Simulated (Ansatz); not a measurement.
Start from Sr3AsN in the anti-perovskite structure (space group Pm-3m, No. 221; a = 5.041 Å; a cell from a computed database, its experimental status unchecked). Axes: x, y, z lie along the cube axes.

Modification: uniaxial strain ε_xx = +0.75 %, all other strain components held at zero; the atoms relax in the strained cell.

Levels (all Ansatz, a program for electronic structure, PAW): PBEsol (420 eV, scalar-relativistic without spin-orbit coupling); PBEsol+SOC (420 eV, noncollinear with spin-orbit coupling).

The geometry is relaxed with PBEsol.

* **PBEsol band gap**: 0.35 eV
* **PBEsol gap character**: direct at Γ
* **PBEsol valence-band top at Γ**: 0.00, 0.00, -0.04 eV

With PBEsol+SOC at the same geometry, the band gap falls by 0.01 eV, from 0.35 eV to 0.34 eV; the gap character stays direct at Γ; the valence-band top at Γ (three highest Kramers pairs, from the VBM) goes from 0.00, 0.00, -0.04 eV to 0.00, -0.01, -0.06 eV.

Single points use the geometry relaxed with PBEsol. Differences between runs with and without spin-orbit coupling are approximate. Whether these cells are dynamically stable was not tested. k-point labels follow each cell's own Brillouin zone.
